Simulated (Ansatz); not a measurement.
The reference is C in the graphite type structure (space group P6_3/mmc, No. 194; a = 2.4581 Å, c = 6.5649 Å; layered, stacked along the Cartesian z axis). Axes: x lies along a and z along c of the hexagonal cell.

All numbers come from Ansatz (a first-principles code), PBEsol-D3(BJ), PAW, cutoff 420 eV, spin-orbit coupling left out, earlier PAW set.

For the base:

* **Pressure**: 0.0 GPa
* **Volume per atom**: 8.59 Å³

Now apply this change: biaxial strain +1.53 %, plane normal [001], relaxed out of plane (Cartesian); in-plane vectors clamped, the third vector and the atoms free.

Question: How does this affect the pressure?

Answer: The pressure (mean of the normal stresses, compression positive) goes from zero to -12.7 GPa.

Question: Estimate the effect on the volume per atom.

Answer: The volume per atom grows by 0.285 Å³ to 8.87 Å³.

The mesh was chosen for an insulator and is coarse for the gapless case. Whether these cells are dynamically stable was not tested.
